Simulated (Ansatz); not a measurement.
Defect migration in rock-salt NaCl: interstitial H, charge state +1. The step: a concerted move, in which H travels most; the atom moves 1.98 Å along (0.25, 0.00, 0.25) of the unit cell; the moving atom starts with neighbours Cl at 1.56, Cl at 1.58 Å and ends with Cl at 1.56, Cl at 1.58 Å. A PBE band in Ansatz (plane-wave PAW, the Γ point alone, 64 host sites, 65 SCF runs with any check of the saddle's order, static, no finite-size correction) gives a forward barrier of 0.26 eV. The check of the saddle point's order was inconclusive, and it lies on a symmetry element of the cell, where a band can be held. The charge state is imposed; whether it is stable for some Fermi level was not computed. Sites that were not tried may lie lower.

Single points at the band's start and saddle point can refine it. Rough cost of one point, in units of the band's mean SCF on the same machine:

```tsv
Level	Cost of one point
PBE, a 2×2×2 k-point mesh shifted by half a step	about 7
r2SCAN at 500 eV, the Γ point alone	about 3
```

Which of these move the barrier by more than 0.1 eV, and how far does each move it?

Not one does. PBE, a 2×2×2 k-point mesh shifted by half a step: 0.00 eV; r2SCAN at 500 eV, the Γ point alone: -0.03 eV. Each functional is compared with PBE at the same k-points.

Ansatz is an electronic-structure program.
